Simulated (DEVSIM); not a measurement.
System: Schottky contact on p-type GaP, at 250 K.

```
layer (left to right)  material  thickness (μm)  Na (cm⁻³)  τn (s)  τp (s)
---------------------  --------  --------------  ---------  ------  ------
1                           GaP            1.10       2e15  1.9e-7  1.9e-7
```

Left contact: Schottky, work function 5.02 eV, emission velocity 2.6e6 cm/s. Right contact: ohmic. Voltage is applied to the left contact. Recombination: SRH at mid-gap, Auger. Mobility is constant in doping. Where it depends on doping, it is μmin + (μ − μmin)/(1 + (N/Nref)^α).

The device is made up for the run: typed textbook-type constants, with dimensions and the other settings drawn at random. Values at 300 K; Nc and Nv go as T^1.5, mobilities as T to minus their exponent, the gap by Varshni's rule with the affinity fixed. The table also holds parameters that only a changed run uses.

| parameter | GaP |
|---|---|
| gap (eV) | 2.26 |
| affinity (eV) | 3.8 |
| permittivity | 11.1 |
| Nc (cm⁻³) | 1.8e19 |
| Nv (cm⁻³) | 1.9e19 |
| μn (cm²/Vs) | 250 |
| μp (cm²/Vs) | 150 |
| μn,min | 10 |
| μp,min | 10 |
| Nref,n | 4.4e18 |
| Nref,p | 1e18 |
| αn | 0.8 |
| αp | 0.85 |
| T exponent of μn | 1.6 |
| T exponent of μp | 1.98 |
| Cn (cm⁶/s) | 1e-30 |
| Cp (cm⁶/s) | 1e-30 |
| Varshni α (eV/K) | 0.00058 |
| Varshni β (K) | 372 |

Model (solved in DEVSIM): 1D drift-diffusion, Boltzmann statistics, complete ionisation; no tunnelling, impact ionisation, image-force lowering or self-heating. Metal contacts follow the ideal Schottky-Mott rule: no Fermi-level pinning, no interface dipoles.

Base results: dark forward voltage at 100 A/cm² (V) 1.011; dark forward voltage at 1 A/cm² (V) 0.746; potential step across the device at zero bias (V) 0.868; largest field in the device at zero bias (V/cm) 23000.

Task: What follows from this one change: temperature 250 → 300 K?

Result: dark forward voltage at 100 A/cm² 1.011 → 1.017 V; dark forward voltage at 1 A/cm² 0.746 → 0.663 V; potential step across the device at zero bias 0.868 → 0.803 V; largest field in the device at zero bias little changed (22000 V/cm).

Task: What follows from this one change: metal work function 5.02 → 5.12 eV?

Result: dark forward voltage at 100 A/cm² 1.011 → 0.911 V; dark forward voltage at 1 A/cm² 0.746 → 0.646 V; potential step across the device at zero bias 0.868 → 0.768 V; largest field in the device at zero bias little changed (22000 V/cm).

Task: What follows from this one change: thickness of layer 1 1.1 → 0.66 μm?

Result: dark forward voltage at 100 A/cm² 1.011 → 0.947 V; dark forward voltage at 1 A/cm² little changed (0.745 V); potential step across the device at zero bias little changed (0.868 V); largest field in the device at zero bias little changed (24000 V/cm).

Task: What follows from this one change: doping Na of layer 1 2e+15 → 6e+15 cm^-3?

Result: dark forward voltage at 100 A/cm² 1.011 → 0.897 V; dark forward voltage at 1 A/cm² 0.746 → 0.737 V; potential step across the device at zero bias 0.868 → 0.892 V; largest field in the device at zero bias 23000 → 41000 V/cm.
